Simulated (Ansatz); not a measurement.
Cost and result by functional for the adsorption energy of N on the 1x1 (100) surface of fcc Cu, one in a 2x2 cell, started at the site 'hollow Cu-Cu-Cu-Cu over Cu at depth 1.8 Å', in Ansatz (plane waves, PAW). Single points on the PBE structure, on one kind of machine; costs are rough ratios of the slab run's core time (references not counted) to the cheapest single point. r2SCAN's cost holds its higher cutoff (500 against 420 eV). Differences are taken against r2SCAN for comparison alone: no measured value is at hand, so the table doesn't rank accuracy.

Slab: 17 atoms, 5.3 Å thick at the start under the adsorbate (thin: gaps and levels are the slab's own); k 6x6x1, smearing 0.1 eV, dipole-corrected; 8 atoms held, the rest relaxed; symmetry of the start imposed; spin-polarised, no spin-orbit, no U, no dispersion correction. The starting moment vanished. At the end it is bonded to 5 Cu. In PBE it is, or lies within 0.03 eV of, the lowest of the starts that converged. These notes are the PBE run's. r2SCAN: The program's check for a lower electronic state was not made. Adsorption energies are against ½ N2(g). A negative adsorption energy means that the adsorbate is more stable on the surface than in its reference.

```json
[
 {"functional": "RPBE", "relative cost": "1", "adsorption energy (eV)": "0.75", "less r2SCAN (eV)": "0.61"},
 {"functional": "r2SCAN", "relative cost": "2", "adsorption energy (eV)": "0.14", "less r2SCAN (eV)": "0.00"},
 {"functional": "PBE (the relaxed run's value)", "relative cost": "–", "adsorption energy (eV)": "0.44", "less r2SCAN (eV)": "0.30"}
]
```

The values span 0.61 eV, while the single points' costs differ by a factor of roughly 2. Differences are of unrounded values.

Ansatz is a program for electronic structure.
